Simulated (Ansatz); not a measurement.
## The (100) surface of germanium, 2 pairs of surface atoms bonded, SH on every dangling bond (bottom of the slab: built like the top, H on every dangling bond, free)

Calculation: PBE (plane waves to 420 eV, PAW; Ansatz, a first-principles code).

Model: 48-atom slab, 15.6 Å thick at the start with caps and adatoms, 4x4x1 mesh, Fermi-Dirac 0.025 eV, dipole correction, 4 atoms held, the rest relaxed; no symmetry held; no spin, no spin-orbit, no U. It is one candidate, not shown to be the stable structure of the face.

```json
{
  "gap_of_the_slab_on_its_k_mesh": "0.71 eV",
  "highest_filled_level_below_the_top_vacuum_level": "5.26 eV",
  "energy_released_by_relaxation": "1.67 eV",
  "cost": "roughly 60 core-minutes"
}
```
